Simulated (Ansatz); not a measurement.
Start from SrO in the rock salt structure (space group Fm-3m, No. 225; a = 5.160 Å).

Structures relaxed with r2SCAN in Ansatz (plane waves to 500 eV, PAW, no spin-orbit coupling).

Base:

Simulated powder pattern, Cu Kα1, λ = 1.54056 Å (kinematic, ideal powder, no thermal factors, no anomalous dispersion; the 14 strongest lines at most, above 2 %, up to 2θ = 90°):

```tsv
2θ (°)	I/Imax (%)	hkl
29.97	90	(111)
34.74	100	(200)
49.95	67	(220)
59.35	42	(311)
62.28	22	(222)
73.33	10	(400)
81.19	18	(331)
83.76	28	(420)
```

After one change:

Simulated powder pattern, Cu Kα1, λ = 1.54056 Å (kinematic, ideal powder, no thermal factors, no anomalous dispersion; the 14 strongest lines at most, above 2 %, up to 2θ = 90°):

```csv
2θ (°),I/Imax (%)
30.47,91
35.32,100
50.81,67
60.41,42
63.40,22
74.71,10.0
82.79,18
85.44,28
```

Task: Which of these changes matches the shifts?
A. pressure 7.5 GPa
B. pressure 5 GPa
C. pressure 0.3 GPa
D. pressure 3 GPa

Result: B, pressure 5 GPa. Its volume per atom is 16.37 Å³ against 17.17 Å³, and its space group is Fm-3m (No. 225).

Load acts through the strain it causes; cell and atoms are relaxed under it. Whether these cells are dynamically stable was not tested. No other phases were tried under pressure.

Ansatz is an electronic-structure program.
